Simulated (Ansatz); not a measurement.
For TiSi₂ (Cmcm, No. 63, 6 atoms in the cell; start mp-1077503; a measured phase of this formula has another space group), LDA (PAW; Ansatz, a first-principles code) gives:

- equilibrium volume per atom = 13.60 Å³/atom
- formation enthalpy = -0.680 eV/atom

Question: What does PBE-D4 (Ansatz, PAW) give for the same quantities?

Answer: 
- equilibrium volume per atom: 13.87 Å³/atom (rises by 2.0 %)
- formation enthalpy: -0.673 eV/atom (moves by +0.007 eV/atom)

Changes are worked out from the printed values.

Unless a cell is named, each level is at its own relaxed cell (LDA 13.60, PBE-D4 13.87 Å³/atom).

Caveats: the relaxation could not lower the start's symmetry, so the cell can be a saddle point above a distorted one (LDA, PBE-D4). Ansatz's density-functional and Hartree–Fock values are scalar-relativistic unless marked +SOC, with PAW data made under PBE.

A start named mp-… is a Materials Project structure, which need not be a measured phase.
